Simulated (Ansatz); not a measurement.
An Ansatz (an electronic-structure program) input (Ansatz PBE, no spin-orbit coupling):

Ansatz 0.2 input:
```yaml
crystal:
  lattice:
    - [3.2431446929, 0, 0]
    - [1.6215723465, 2.8086456922, 0]
    - [0, 0, 5.1576085391]
  atoms:
    - { symbol: Mg, position: [0.6666666667, 0.6666666667, 0.75] }
    - { symbol: Mg, position: [0.3333333333, 0.3333333333, 0.25] }
basis: { ecutwfc: 420, ecutrho_ratio: 4, xc_grid: 2, fft_grid_basis: typed }
kpoints: { mp_grid: { grid: [21, 21, 11] } }
hamiltonian:
  xc: pbe
  dispersion: none
  pseudopotentials: { kind: paw }
scf: { occupations: { method: fermi_dirac, width: 0.1 } }
relax: { f_tol: 0.005, max_steps: 50, cell: { stress_tol: 0.01, fix: [a, b, gamma] } }
output: { forces: true, stress: true }
checkpoint: { write: state.ck, write_every: 1000 }
```

### Question
Which symmetry and how many k-points will the program report, and about how many plane waves at Γ?

### Answer
Space group P63/mmc (ITA 194) with 24 operations, k-points 288 of 4851, and 941 plane waves at Γ.

### Question
And the final pressure?

### Answer
-0.69 GPa (compression positive).

The cells carry an imposed strain or load. Whether these cells are dynamically stable was not tested. The cell was made from Mg in the hcp (Mg type) structure (space group P6_3/mmc, No. 194) by this change: biaxial strain +1.50 %, plane normal [001], relaxed out of plane.
